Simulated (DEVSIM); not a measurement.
Structure: abrupt Si n-p junction, at 300 K.

Layer 1 from the left is Si, thickness (μm) 13.0, Nd (cm⁻³) 1.4e19, τn (s) 8.3e-6, τp (s) 8.3e-6. Layer 2 from the left is Si, thickness (μm) 0.700, Na (cm⁻³) 3.3e14, τn (s) 8.3e-6, τp (s) 8.3e-6.

Left contact: ohmic. Right contact: ohmic. Voltage is applied to the left contact. Recombination: SRH at mid-gap, Auger. Mobility is μmin + (μ − μmin)/(1 + (N/Nref)^α).

The device is made up for the run: typed textbook-type constants, with dimensions and the other settings drawn at random. Values at 300 K.

Si: gap (eV) 1.124, affinity (eV) 4.05, permittivity 11.7, Nc (cm⁻³) 2.86e19, Nv (cm⁻³) 3.1e19, μn (cm²/Vs) 1417, μp (cm²/Vs) 470, μn,min 52, μp,min 45, Nref,n 9.7e16, Nref,p 2.2e17, αn 0.68, αp 0.72, Cn (cm⁶/s) 2.8e-31, Cp (cm⁶/s) 9.9e-32.

DEVSIM, 1D drift-diffusion, Boltzmann statistics, complete ionisation; no tunnelling, impact ionisation, image-force lowering or self-heating.

Task: What does the simulation give for the dark forward voltage at 100 A/cm², the dark forward voltage at 1 A/cm², the largest field in the device at zero bias?

Result: dark forward voltage at 100 A/cm² 0.572 V; dark forward voltage at 1 A/cm² 0.405 V; largest field in the device at zero bias 200000 V/cm.
